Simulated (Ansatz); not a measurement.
A computed series for Nb2GaC: pressure series

Base system: Nb₂GaC (space group P6_3/mmc, No. 194; a cell from a computed database, its experimental status unchecked).

```yaml
crystal:
  lattice:
    - [3.11767, 0.00000, 0.00000]
    - [-1.55884, 2.69998, 0.00000]
    - [0.00000, 0.00000, 13.48127]
  atoms:
    - { symbol: Nb, position: [0.66667, 0.33333, 0.91031] }
    - { symbol: Nb, position: [0.33333, 0.66667, 0.08969] }
    - { symbol: Nb, position: [0.33333, 0.66667, 0.41031] }
    - { symbol: Nb, position: [0.66667, 0.33333, 0.58969] }
    - { symbol: Ga, position: [0.66667, 0.33333, 0.25000] }
    - { symbol: Ga, position: [0.33333, 0.66667, 0.75000] }
    - { symbol: C, position: [0.00000, 0.00000, 0.00000] }
    - { symbol: C, position: [0.00000, 0.00000, 0.50000] }
```

Cell and atoms are relaxed at each pressure.

Level of theory: PBEsol/PAW in Ansatz (a first-principles code), without spin-orbit coupling.

| P (GPa) | V (Å³/atom) |
|---|---|
| 0.29 | 14.163 |
| 0.69 | 14.134 |
| 1.49 | 14.076 |
| 2.99 | 13.972 |
| 5.00 | 13.838 |
| 7.50 | 13.680 |

Question: Fit a third-order Birch–Murnaghan equation of state.

Answer: Least squares on P(V) = (3B₀/2)[(V₀/V)^(7/3) − (V₀/V)^(5/3)]·[1 + (3/4)(B₀′ − 4)((V₀/V)^(2/3) − 1)] gives V₀ = 14.18 Å³/atom, B₀ = 191 GPa and B₀′ = 4.6.

Load acts through the strain it causes; cell and atoms are relaxed under it. Whether these cells are dynamically stable was not tested. No other phases were tried under pressure. The final runs are not spin-polarised.
